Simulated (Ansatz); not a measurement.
SnO2: response to strain

The reference is SnO₂ in the rutile structure (space group P4_2/mnm, No. 136).

```
CELL_PARAMETERS angstrom
      4.82757     0.00000     0.00000
      0.00000     4.82757     0.00000
      0.00000     0.00000     3.23813
ATOMIC_POSITIONS crystal
  Sn 0.00000 0.00000 0.00000
  Sn 0.50000 0.50000 0.50000
  O  0.30658 0.30658 0.00000
  O  0.80658 0.19342 0.50000
  O  0.19342 0.80658 0.50000
  O  0.69342 0.69342 0.00000
```

Cartesian axes are those of the cell as printed.

Strains are applied to the cell and any free atomic positions relax; under biaxial strain the out-of-plane vector relaxes too.

Calculations: PBE in Ansatz (plane waves to 420 eV, PAW, no spin-orbit coupling).

```tsv
case	electron mass	hole mass	band gap
base	0.16 mₑ along c, 0.17 mₑ across (at Γ)	–	0.68 eV
biaxial strain +0.60 %, plane normal [001], relaxed out of plane	0.16 mₑ out of plane, 0.17 mₑ in plane (at Γ)	1.9 mₑ out of plane, 1.3 mₑ in plane (at Γ)	0.64 eV
biaxial strain +1.20 %, plane normal [001], relaxed out of plane	0.16 mₑ out of plane, 0.17 mₑ in plane (at Γ)	2.0 mₑ out of plane, 1.3 mₑ in plane (at Γ)	0.60 eV
biaxial strain +2.40 %, plane normal [001], relaxed out of plane	0.15 mₑ out of plane, 0.17 mₑ in plane (at Γ)	2.2 mₑ out of plane, 1.3 mₑ in plane (at Γ)	0.53 eV
biaxial strain +3.00 %, plane normal [001], relaxed out of plane	0.16 mₑ out of plane, 0.17 mₑ in plane (at Γ)	2.3 mₑ out of plane, 1.3 mₑ in plane (at Γ)	0.50 eV
```

Masses are band curvatures over ±0.01 Å⁻¹ around the edge. Gaps are read on the SCF mesh and a high-symmetry path. Whether these cells are dynamically stable was not tested.

Ansatz is an electronic-structure program.
